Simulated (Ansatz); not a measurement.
We consider NaF (model structure, started from the CsCl type, Pm-3m, No. 221, 2 atoms in the cell), described by r²SCAN (Ansatz, an electronic-structure program, plane waves, PAW).

Numerical settings: plane-wave cutoff 560 eV, 12×12×12 k mesh, Fermi–Dirac smearing 0.01 eV, scalar-relativistic PAW data made under PBE.

Cell (relaxed at this level):

Space group Pm-3m (No. 221); a = 2.7935 Å, b = 2.7935 Å, c = 2.7935 Å, α = 90.00°, β = 90.00°, γ = 90.00°

| atom | site | symmetry | x | y | z |
|---|---|---|---|---|---|
| Na | 1a | m-3m | 0.0000 | 0.0000 | 0.0000 |
| F | 1b | m-3m | 0.5000 | 0.5000 | 0.5000 |

Problem. What does this level give for the band gap and bulk modulus?

Solution. 
band gap: 7.06 eV (on the SCF k mesh)
bulk modulus: 59.8 GPa

Note: the bulk modulus is −V dP/dV from two relaxed cells at ±2 % in volume; the relaxation could raise the start's symmetry but not lower it, so the cell can be a saddle point.

The computed numbers hold no vibrational or temperature effects.

Computing time: about 25 core-seconds (a rough figure).

A model structure was made by putting elements into a prototype or built by hand; it is no filed structure, need not be a known phase, and can be a saddle point held by its symmetry.
